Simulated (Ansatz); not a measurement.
## Ge2Os (C2/m, No. 12; cell taken from a computed entry)

Level of theory: r²SCAN+rVV10 (Ansatz, a quantum-chemistry and plane-wave program, plane waves, PAW).

Settings: plane-wave cutoff 500 eV, 14×14×6 k mesh (along the axes of the cell as run), Fermi–Dirac smearing 0.05 eV, no spin polarisation, scalar-relativistic PAW data made under PBE.

Cell (relaxed at this level):

```
CELL_PARAMETERS angstrom
      4.48778    -1.55019     0.00198
      4.48778     1.55019     0.00198
     -3.75187     0.00000     6.70985
ATOMIC_POSITIONS crystal
  Ge 0.85627 0.85627 0.46818
  Ge 0.14373 0.14373 0.53182
  Ge 0.60144 0.60144 0.89109
  Ge 0.39856 0.39856 0.10891
  Os 0.15446 0.15446 0.20100
  Os 0.84554 0.84554 0.79900
```

```json
{
  "band_gap": "zero (no gap)"
}
```

Note: the relaxation could not lower the start's symmetry, so the cell can be a saddle point above a distorted one.

Spin–orbit coupling is not included.

The result took very roughly 21 core-minutes.
